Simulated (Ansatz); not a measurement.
Where the default PAW files enter, the runs use the earlier of Ansatz's two default sets.

Inside the gap of an insulator the Bloch states are evanescent, with a wavenumber k + iκ along the transport direction.

```yaml
crystal:
  lattice:
    - [4.99740, 0.00000, 0.00000]
    - [2.49870, 4.70992, 0.00000]
    - [2.49870, 1.32561, 4.11986]
  atoms:
    - { symbol: Ga, position: [0.85559, 0.43323, 0.85559] }
    - { symbol: Ga, position: [0.14441, 0.56677, 0.14441] }
    - { symbol: Ga, position: [0.64441, 0.06677, 0.64441] }
    - { symbol: Ga, position: [0.35559, 0.93323, 0.35559] }
    - { symbol: O, position: [0.05316, 0.75000, 0.75000] }
    - { symbol: O, position: [0.94684, 0.25000, 0.25000] }
    - { symbol: O, position: [0.44684, 0.75000, 0.05316] }
    - { symbol: O, position: [0.55316, 0.25000, 0.94684] }
    - { symbol: O, position: [0.75000, 0.75000, 0.44684] }
    - { symbol: O, position: [0.25000, 0.25000, 0.55316] }
```

Space group of this cell: R-3c, corundum. The cell is taken as given; by LDA its mean pressure is -6.7 GPa.

Transport runs along the normal of the first two printed cell vectors, the (101) plane of the conventional cell.

The gap is the functional's own, uncorrected, and κ follows it; spin-orbit coupling is left out. Mid-gap values are interpolated between the computed energies.

### Question
Compute, with Ansatz (a program for electronic structure) with LDA, the band gap and the smallest decay constant κ at mid-gap.

### Answer
Gap 2.74 eV on a 8×8×8 mesh; κ = 0.219 1/Å, at the zone centre.
